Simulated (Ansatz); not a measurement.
Results of LDA (Ansatz, a quantum-chemistry and plane-wave program, plane waves, PAW) for Sn₃O₄ (model structure, within 0.1 Å of Pbam, No. 55, 14 atoms in the cell).

Numerical settings: plane-wave cutoff 520 eV, 18×6×8 k mesh (along the axes of the cell as run), Fermi–Dirac smearing 0.05 eV, scalar-relativistic PAW data made under PBE.

Cell (relaxed with PBEsol):

```xyz
14
Lattice="3.2214 0.0000 0.3223 0.0000 8.9621 0.0000 -0.7887 0.0000 7.9039" Properties=species:S:1:pos:R:3 pbc="T T T"
Sn     3.1037     1.4436     1.5071
Sn    -0.6711     7.5185     6.7190
Sn    -0.2767     5.9246     2.7671
Sn     2.7093     3.0375     5.4590
Sn     1.6107     4.4810     0.1611
Sn     1.2163     0.0000     4.1131
O      0.9566     2.9253     6.7186
O      1.4760     6.0368     1.5076
O      1.0817     7.4064     5.4595
O      1.3510     1.5557     2.7666
O      2.7221     0.8530     5.3243
O     -0.2895     8.1091     2.9018
O     -0.6838     5.3341     6.8537
O      3.1164     3.6280     1.3724
```

Question: Give the computed band gap and direct gap at Γ.

Answer: 
* **band gap**: 0.94 eV (on the SCF k mesh)
* **direct gap at Γ**: 1.74 eV

Note: cell and atoms aren't relaxed at this level (largest force component 0.22 eV/Å, pressure -3.3 GPa).

Spin–orbit coupling is not included.

A model structure was made by putting elements into a prototype or built by hand; it is no filed structure, need not be a known phase, and can be a saddle point held by its symmetry.
